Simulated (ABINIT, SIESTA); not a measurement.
An ABINIT input for a self-consistent single point of NaAsF₆ (Fm-3m, 8 atoms in the cell) (DFT, PBEsol, plane waves, norm-conserving pseudopotentials (PseudoDojo nc-sr-04 PBEsol standard)):

```
# NaAsF6, PseudoDojo nc-sr-04 PBEsol standard
pp_dirpath "./"
pseudos "Na.upf, As.upf, F.upf"
acell 10.5988352831 10.5988352831 10.5988352831
rprim
        -0.0000000000    0.7071067812    0.7071067812
         0.7071067812    0.0000000000    0.7071067812
         0.7071067812    0.7071067812   -0.0000000000
natom 8
ntypat 3
znucl 11 33 9
typat 1 2 3 3 3 3 3 3
xred
         0.5000000000    0.5000000000    0.5000000000
         0.0000000000    0.0000000000    0.0000000000
         0.7816300000    0.7816300000    0.2183700000
         0.2183700000    0.2183700000    0.7816300000
         0.2183700000    0.7816300000    0.7816300000
         0.7816300000    0.2183700000    0.2183700000
         0.7816300000    0.2183700000    0.7816300000
         0.2183700000    0.7816300000    0.2183700000
ecut 88 Ry
ixc -116133
occopt 1
nband 35
kptopt 1
ngkpt 4 4 4
nshiftk 1
shiftk 0 0 0
nstep 100
tolvrs 1.0e-10
prtwf 0
prtden 0
```

Question: Write the same calculation as an input for SIESTA.

Answer: One input that does it (others would too):

```
# files in the folder: Na.psml As.psml F.psml (PseudoDojo PBEsol standard)
SystemName  NaAsF6
SystemLabel NaAsF6

NumberOfAtoms                8
NumberOfSpecies              3
%block ChemicalSpeciesLabel
  1 11 Na
  2 33 As
  3 9 F
%endblock ChemicalSpeciesLabel
LatticeConstant              1.0 Bohr
%block LatticeVectors
     0.000000000    7.494508301    7.494508301
     7.494508301    0.000000000    7.494508301
     7.494508301    7.494508301    0.000000000
%endblock LatticeVectors
AtomicCoordinatesFormat      ScaledCartesian
%block AtomicCoordinatesAndAtomicSpecies
     7.494508301    7.494508301    7.494508301  1
     0.000000000    0.000000000    0.000000000  2
     7.494508301    7.494508301   11.715865047  3
     7.494508301    7.494508301    3.273151556  3
    11.715865047    7.494508301    7.494508301  3
     3.273151556    7.494508301    7.494508301  3
     7.494508301   11.715865047    7.494508301  3
     7.494508301    3.273151556    7.494508301  3
%endblock AtomicCoordinatesAndAtomicSpecies

XC.functional                GGA
XC.authors                   PBEsol
PAO.BasisSize                TZP
PAO.EnergyShift              0.005 Ry
MeshCutoff                   300 Ry
%block kgrid.MonkhorstPack
    4   0   0  0.0
    0   4   0  0.0
    0   0   4  0.0
%endblock kgrid.MonkhorstPack
OccupationFunction           FD
ElectronicTemperature        10 K

MaxSCFIterations             150
SCF.Mixer.Method             Broyden
SCF.Mixer.Weight             0.25
SCF.Mixer.History            8
SCF.DM.Tolerance             1.0E-05
Diag.ParallelOverK           true
WriteForces                  true
```

Basis, cutoffs, solver keys and any potentials are the target program's own. This input uses DFT, GGA PBEsol, numerical atomic orbitals TZP, PseudoDojo PBEsol standard norm-conserving potentials (rewritten from UPF to PSML).

The starting cell comes from a database of computed structures (which also holds hypothetical and non-ambient phases and stackings), without a prior relaxation at this level. Its lattice was rescaled by a random factor within 2.5 % of one.
